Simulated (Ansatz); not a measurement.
An Ansatz (a first-principles code) input (r2SCAN/PAW in Ansatz, no spin-orbit coupling):

Ansatz 0.2 input:
```yaml
crystal:
  lattice:
    - [3.32945745, 0, 0]
    - [1.664728725, 2.8833947325, 0]
    - [0, 0, 25.3833847448]
  atoms:
    - { symbol: Sc, position: [0.6666666667, 0.6666666667, 0.2954688697] }
    - { symbol: Sc, position: [0.3333333333, 0.3333333333, 0.3977344349] }
    - { symbol: Sc, position: [0.6666666667, 0.6666666667, 0.5] }
    - { symbol: Sc, position: [0.3333333333, 0.3333333333, 0.6022655651] }
    - { symbol: Sc, position: [0.6666666667, 0.6666666667, 0.7045311303] }
basis: { ecutwfc: 500, ecutrho_ratio: 4, xc_grid: 4, fft_grid_basis: typed }
kpoints: { mp_grid: { grid: [16, 16, 1] } }
hamiltonian:
  xc: r2scan
  dispersion: none
  pseudopotentials: { kind: paw }
scf: { occupations: { method: fermi_dirac, width: 0.05 }, convergence: { dr2_threshold: 0.0000000005 } }
relax: { f_tol: 0.01, max_steps: 50 }
output: { forces: true, stress: true }
checkpoint: { write: state.ck, write_every: 1000 }
```

Which symmetry and how many k-points will the program report, and about how many plane waves at Γ?

Space group P-6m2 (ITA 187) with 12 operations, k-points 30 of 256, and 6081 plane waves at Γ.

No phonon test of stability was made. The final runs are not spin-polarised. The cell was made from Sc in the hcp (Mg type) structure (space group P6_3/mmc, No. 194) by this change: a free-standing slab of 5 layers (5 atoms, 1 a layer) is cut normal to the z axis, with 15 Å of vacuum and the in-plane cell held at bulk.
